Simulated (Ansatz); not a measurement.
The parent structure is ZnSe in the zinc blende structure (space group F-43m, No. 216; a = 5.6661 Å).

Levels (all Ansatz, a quantum-chemistry and plane-wave program, PAW, earlier PAW set): r2SCAN (500 eV, no spin-orbit coupling); HSE06 (420 eV, no SOC); HSE06+SOC (420 eV, spin-orbit coupling included).

One geometry, relaxed with r2SCAN, under each level:

The valence-band top lists the three highest levels at Γ (Kramers pairs under SOC), from the VBM.

```json
[
 {"level": "r2SCAN", "band gap": "1.86 eV", "lowest conduction level above the VBM at special points": "Γ 1.86 eV; L 3.05 eV; X 3.34 eV", "valence-band top at Γ": "0.00, 0.00, 0.00 eV"},
 {"level": "HSE06", "band gap": "2.42 eV", "lowest conduction level above the VBM at special points": "Γ 2.42 eV; L 3.65 eV; X 3.84 eV", "valence-band top at Γ": "–"},
 {"level": "HSE06+SOC", "band gap": "…", "lowest conduction level above the VBM at special points": "…", "valence-band top at Γ": "…"}
]
```

Task: Give the withheld HSE06+SOC results.

Result: 
- HSE06+SOC, band gap: 2.27 eV
- HSE06+SOC, lowest conduction level above the VBM at special points: Γ 2.27 eV; L 3.51 eV; X 3.70 eV
- HSE06+SOC, valence-band top at Γ: 0.00, 0.00, -0.43 eV

Single points use the geometry relaxed with r2SCAN. The spin-orbit shifts are approximate. Whether these cells are dynamically stable was not tested.
